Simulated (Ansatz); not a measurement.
Band structure of Mg6ZrSi (Amm2, 8 atoms in the cell).

```xyz
8
Lattice="4.8239 0.0000 0.0000 0.0000 3.2064 5.4238 0.0000 -3.2064 5.4238" Properties=species:S:1:pos:R:3 pbc="T T T"
Mg     0.0000    -1.5931     6.3126
Mg     0.0000     1.5931     6.3126
Mg     0.0000     0.0000     3.6139
Mg     2.4119    -1.5743     4.5190
Mg     2.4119     1.5743     4.5190
Mg     2.4119     0.0000     1.8171
Zr     0.0000     0.0000     8.9319
Si     2.4119     0.0000     7.3646
```

Level of theory: PBEsol, PAW files made with PBE (plane waves; Ansatz, a first-principles code).

Settings: kpoints.mp_grid.grid = 4 3 3; hamiltonian.xc = pbesol; hamiltonian.pseudopotentials = {kind: paw} (the program's default PAW files); scf.occupations.method = fermi_dirac; scf.occupations.width = 0.1 eV; kpoints.band_path.npoints = 8.

The starting cell comes from a database of computed structures (which also holds hypothetical and non-ambient phases and stackings), without a prior relaxation at this level.

Levels in eV from the Fermi level, bands 35 to 42:
```csv
point,35,36,37,38,39,40,41,42
Γ,-2.11,-2.08,-0.78,-0.47,0.04,1.16,1.21,2.20
X,-1.67,-0.74,-0.10,0.19,0.48,0.78,1.06,1.70
S,-1.09,-0.78,-0.25,0.03,0.16,0.68,1.35,1.48
R,-2.06,-1.73,-0.29,0.01,0.35,0.42,1.38,1.57
A,-1.03,-0.87,-0.80,-0.39,-0.21,0.40,1.81,2.16
Z,-1.57,-1.31,-1.28,-1.11,-0.71,-0.46,-0.34,0.20
Y,-0.93,-0.54,-0.17,0.15,0.60,1.04,1.30,1.51
X1,-1.67,-0.74,-0.10,0.19,0.48,0.78,1.06,1.70
A1,-1.03,-0.87,-0.80,-0.39,-0.21,0.40,1.81,2.16
T,-2.48,-1.58,-0.30,-0.23,0.46,0.68,0.95,1.69
```

Bands cross the Fermi level along this path, so the cell is metallic at this level.

Keys are those of Ansatz 0.2.
